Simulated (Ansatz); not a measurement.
The parent structure is MgS in the rock salt structure (space group Fm-3m, No. 225; a = 5.182 Å).

Perturbation: a hydrostatic pressure of 5 GPa.

Levels (all Ansatz, a program for electronic structure, PAW): PBEsol (420 eV, without spin-orbit coupling); HSE06+SOC (420 eV, with spin-orbit coupling).

The geometry is relaxed with PBEsol.

- PBEsol valence-band top at Γ: 0.00, 0.00, 0.00 eV
- PBEsol lowest conduction level above the VBM at special points: X 2.84 eV; U 3.89 eV; K 3.89 eV; Γ 4.16 eV

What does HSE06+SOC give at this geometry for the valence-band top at Γ and lowest conduction level above the VBM at special points?

The valence-band top at Γ (three highest Kramers pairs, from the VBM) goes from 0.00, 0.00, 0.00 eV to 0.00, 0.00, -0.10 eV; the lowest conduction level above the VBM at special points changes from X 2.84 eV; U 3.89 eV; K 3.89 eV; Γ 4.16 eV to X 3.93 eV; U 5.01 eV; K 5.01 eV; Γ 5.40 eV. The threefold valence maximum splits by Δso ≈ 0.10 eV.

Single points use the geometry relaxed with PBEsol. HSE06 was sampled on its mesh, a few special points and the semilocal edge points, so its gap is an upper bound. Differences between runs with and without spin-orbit coupling are approximate. The levels and masses belong to the bands next to the band gap. Load acts through the strain it causes; cell and atoms are relaxed under it. Whether these cells are dynamically stable was not tested. No other phases were tried under pressure.
